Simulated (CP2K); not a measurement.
**A self-consistent single point of TiNi (Pm-3m, 2 atoms in the cell) with CP2K**

Computed with LDA (Pade form), GPW, TZVP-MOLOPT-SR-GTH basis, GTH-PADE potentials (GTH_POTENTIALS) in CP2K.

Input as run:

```
&GLOBAL
  PROJECT tini
  RUN_TYPE ENERGY_FORCE
  PRINT_LEVEL MEDIUM
&END GLOBAL
&FORCE_EVAL
  METHOD Quickstep
  STRESS_TENSOR ANALYTICAL
  &DFT
    BASIS_SET_FILE_NAME BASIS_MOLOPT_UCL
    POTENTIAL_FILE_NAME GTH_POTENTIALS
    &QS
      METHOD GPW
      EPS_DEFAULT 1E-10
    &END QS
    &MGRID
      CUTOFF 600
      REL_CUTOFF 50
      NGRIDS 5
    &END MGRID
    &SCF
      SCF_GUESS ATOMIC
      EPS_SCF 1E-6
      MAX_SCF 100
      ADDED_MOS 6
      &DIAGONALIZATION
        ALGORITHM STANDARD
      &END DIAGONALIZATION
      &MIXING
        METHOD BROYDEN_MIXING
        ALPHA 0.2
        NBUFFER 10
        BETA 1.5
      &END MIXING
      &SMEAR ON
        METHOD GAUSSIAN
        SIGMA [eV] 0.1
      &END SMEAR
    &END SCF
    &KPOINTS
      SCHEME MONKHORST-PACK 9 9 9
    &END KPOINTS
    &XC
      &XC_FUNCTIONAL PADE
      &END XC_FUNCTIONAL
    &END XC
    &PRINT
      &MO
        EIGENVALUES T
        OCCUPATION_NUMBERS T
        NDIGITS 8
        FILENAME mo
        &EACH
          QS_SCF 0
        &END EACH
        ADD_LAST NUMERIC
      &END MO
      &MULLIKEN ON
      &END MULLIKEN
    &END PRINT
  &END DFT
  &SUBSYS
    &CELL
      A 2.96087900 0.00000000 0.00000000
      B 0.00000000 2.96087900 0.00000000
      C 0.00000000 0.00000000 2.96087900
      PERIODIC XYZ
    &END CELL
    &COORD
      SCALED
      Ti       0.50000000     0.50000000     0.50000000
      Ni       0.00000000     0.00000000     0.00000000
    &END COORD
    &KIND Ti
      BASIS_SET TZVP-MOLOPT-SR-GTH-q12
      POTENTIAL GTH-PADE-q12
    &END KIND
    &KIND Ni
      BASIS_SET TZVP-MOLOPT-SR-GTH-q18
      POTENTIAL GTH-PADE-q18
    &END KIND
  &END SUBSYS
  &PRINT
    &FORCES ON
    &END FORCES
    &STRESS_TENSOR ON
    &END STRESS_TENSOR
  &END PRINT
&END FORCE_EVAL
```

The program printed (abridged):

```
 GLOBAL| Method name                                                        CP2K
 GLOBAL| Project name                                                       tini
 GLOBAL| Run type                                                   ENERGY_FORCE

 CELL| Volume [angstrom^3]:                                            25.957447
 CELL| Vector a [angstrom]:       2.961     0.000     0.000   |a| =     2.960879
 CELL| Vector b [angstrom]:       0.000     2.961     0.000   |b| =     2.960879
 CELL| Vector c [angstrom]:       0.000     0.000     2.961   |c| =     2.960879
 CELL| Angle (b,c), alpha [degree]:                                    90.000000
 CELL| Angle (a,c), beta  [degree]:                                    90.000000
 CELL| Angle (a,b), gamma [degree]:                                    90.000000
 CELL| Numerically orthorhombic:                                             YES
 CELL| Periodicity                                                           XYZ

 DFT| Spin restricted Kohn-Sham (RKS) calculation                            RKS
 DFT| Multiplicity                                                             1
 DFT| Number of spin states                                                    1
 DFT| Charge                                                                   0
 DFT| XC density smoothing                                                  NONE
 DFT| XC derivatives                                                          PW

 QS| Method:                                                                 GPW
 QS| Density plane wave grid type                        NON-SPHERICAL FULLSPACE
 QS| Number of grid levels:                                                    5
 QS| Density cutoff [a.u.]:                                                300.0
 QS| Multi grid cutoff [a.u.]: 1) grid level                               300.0
   [... lines left out ...]
 BRILLOUIN| Wavefunction type                                            COMPLEX
 BRILLOUIN| List of Kpoints [2 Pi/Bohr]                                      365
 BRILLOUIN| Number           Weight            X              Y              Z
 BRILLOUIN|     1           0.00274       -0.44444       -0.44444       -0.44444
 BRILLOUIN|     2           0.00274       -0.44444       -0.44444       -0.33333
 BRILLOUIN|     3           0.00274       -0.44444       -0.44444       -0.22222
   [... 362 lines left out ...]
 *******************************************************************************

 Extrapolation method: initial_guess

 Re-scaling the density matrix to get the right number of electrons
                  # Electrons              Trace(P)               Scaling factor
                           30                30.000                        1.000

 Number of electrons:                                                         30
 Number of occupied orbitals:                                                 15
 Number of molecular orbitals:                                                21

 Number of orbital functions:                                                 70
 Number of independent orbital functions:                                     70
 SCF WAVEFUNCTION OPTIMIZATION

  Step     Update method      Time    Convergence         Total energy    Change
     1 NoMix/Diag. 0.20E+00      -     1.31477764      -228.2208972112 -2.28E+02
     2 Broy./Diag. 0.20E+00      -     0.12405282      -226.5595604280  1.66E+00
     3 Broy./Diag. 0.20E+00      -     0.03550523      -228.7614778420 -2.20E+00
     4 Broy./Diag. 0.20E+00      -     0.06600891      -228.0601503416  7.01E-01
     5 Broy./Diag. 0.20E+00      -     0.01785992      -227.3428672901  7.17E-01
     6 Broy./Diag. 0.20E+00      -     0.01709671      -227.5602869195 -2.17E-01
     7 Broy./Diag. 0.20E+00      -     0.00453088      -227.4060462019  1.54E-01
   [... 3 lines left out ...]
    11 Broy./Diag. 0.20E+00      -     0.00013470      -227.4547029489  2.52E-03
    12 Broy./Diag. 0.20E+00      -     0.00003276      -227.4559915149 -1.29E-03
    13 Broy./Diag. 0.20E+00      -     0.00000198      -227.4556836423  3.08E-04
    14 Broy./Diag. 0.20E+00      -     0.00000289      -227.4556969897 -1.33E-05
    15 Broy./Diag. 0.20E+00      -     0.00000004      -227.4557006056 -3.62E-06
  *** SCF run converged in    15 steps ***

  Electronic density on regular grids:        -29.9999999969        0.0000000031
  Core density on regular grids:               29.9999999992       -0.0000000008
  Total charge density on r-space grids:        0.0000000022
  Total charge density g-space grids:           0.0000000022

  Overlap energy of the core charge distribution:               0.00000000000000
  Self energy of the core charge distribution:               -368.03825765867180
  Core Hamiltonian energy:                                    100.36427186205401
  Hartree energy:                                              64.10871776409792
  Exchange-correlation energy:                                -23.88974727831836
  Smearing free energy correction:                             -0.00068529476194
  Fermi energy:                                                 0.47042297361722

  Total energy:                                              -227.45570060563892
  Total energy (extrapolated to sigma->0):                   -227.45535795825796

                     Mulliken Population Analysis

 #  Atom  Element  Kind  Atomic population                           Net charge
       1     Ti       1         11.757515                              0.242485
       2     Ni       2         18.242485                             -0.242485
 # Total charge                             30.000000                  0.000000

 ENERGY| Total FORCE_EVAL ( QS ) energy [hartree]           -227.455701286618535

 FORCES| Atomic forces [hartree/bohr]
 FORCES|   Atom     x               y               z               |f|
 FORCES|      1 -1.91602849E-11 -1.91575472E-11 -1.91723856E-11   3.31919945E-11
 FORCES|      2  4.49379249E-08  4.49379258E-08  4.49379328E-08   7.78347742E-08
 FORCES| Sum     4.49187647E-08  4.49187682E-08  4.49187604E-08
 FORCES| Total atomic force                                       7.78015822E-08

 STRESS| Analytical stress tensor [bar]
 STRESS|                        x                   y                   z
 STRESS|      x       -4.82024987887E+04   2.39317922643E-02   2.39317923716E-02
 STRESS|      y        2.39317922643E-02  -4.82024987890E+04   2.39317951028E-02
 STRESS|      z        2.39317923716E-02   2.39317951028E-02  -4.82026098337E+04
 STRESS| 1/3 Trace                                            -4.82025358038E+04
```

The run converged in 15 iterations.

The starting cell comes from a database of computed structures (which also holds hypothetical and non-ambient phases and stackings), without a prior relaxation at this level. Its lattice was rescaled by a random factor within 2.5 % of one. Spin polarisation is off. Values carry the incompleteness of an atom-centred basis. With a pressure of about -5 GPa the cell is away from its equilibrium volume at this level.

Cost on one core of a shared machine: roughly 4 min.
